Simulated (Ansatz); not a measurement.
**BAs: pressure series**

Take BAs in the zinc blende structure (space group F-43m, No. 216) as the base.

```yaml
crystal:
  lattice:
    - [0.00000, 2.39195, 2.39195]
    - [2.39195, 0.00000, 2.39195]
    - [2.39195, 2.39195, 0.00000]
  atoms:
    - { symbol: As, position: [0.75000, 0.75000, 0.75000] }
    - { symbol: B, position: [0.00000, 0.00000, 0.00000] }
```

Cell and atoms are relaxed at each pressure.

All numbers come from r2SCAN (Ansatz, a program for electronic structure, PAW, no spin-orbit coupling).

Notes on the quantities. hole mass: degenerate bands, along [100].

```json
[
 {"change": "base", "band gap": "1.38 eV", "hole mass": "0.21, 0.22, 0.22 mₑ (at Γ)", "lattice parameter a": "4.784 Å", "width of the top valence band": "5.41 eV"},
 {"change": "pressure −2 GPa", "band gap": "1.39 eV", "hole mass": "0.20, 0.22, 0.22 mₑ (at Γ)", "lattice parameter a": "4.807 Å", "width of the top valence band": "5.32 eV"},
 {"change": "pressure −1 GPa", "band gap": "1.39 eV", "hole mass": "0.21, 0.22, 0.22 mₑ (at Γ)", "lattice parameter a": "4.795 Å", "width of the top valence band": "5.37 eV"},
 {"change": "pressure 3 GPa", "band gap": "1.36 eV", "hole mass": "0.22 mₑ (at Γ)", "lattice parameter a": "4.751 Å", "width of the top valence band": "5.53 eV"},
 {"change": "pressure 7 GPa", "band gap": "1.33 eV", "hole mass": "0.21, 0.21, 0.23 mₑ (at Γ)", "lattice parameter a": "4.712 Å", "width of the top valence band": "5.69 eV"},
 {"change": "pressure 15 GPa", "band gap": "1.28 eV", "hole mass": "0.20, 0.20, 0.24 mₑ (at Γ)", "lattice parameter a": "4.644 Å", "width of the top valence band": "5.97 eV"},
 {"change": "pressure 30 GPa", "band gap": "1.20 eV", "hole mass": "0.20, 0.20, 0.27 mₑ (at Γ)", "lattice parameter a": "4.542 Å", "width of the top valence band": "6.42 eV"},
 {"change": "pressure 50 GPa", "band gap": "1.12 eV", "hole mass": "0.19, 0.19, 0.30 mₑ (at Γ)", "lattice parameter a": "4.436 Å", "width of the top valence band": "6.92 eV"},
 {"change": "pressure 75 GPa", "band gap": "1.03 eV", "hole mass": "0.18, 0.18, 0.33 mₑ (at Γ)", "lattice parameter a": "4.334 Å", "width of the top valence band": "7.45 eV"},
 {"change": "pressure 100 GPa", "band gap": "0.96 eV", "hole mass": "0.18, 0.18, 0.36 mₑ (at Γ)", "lattice parameter a": "4.252 Å", "width of the top valence band": "7.90 eV"}
]
```

Load acts through the strain it causes; cell and atoms are relaxed under it. Effective masses come from finite differences of ±0.01 Å⁻¹. No phonon test of stability was made. No other phases were tried under pressure.
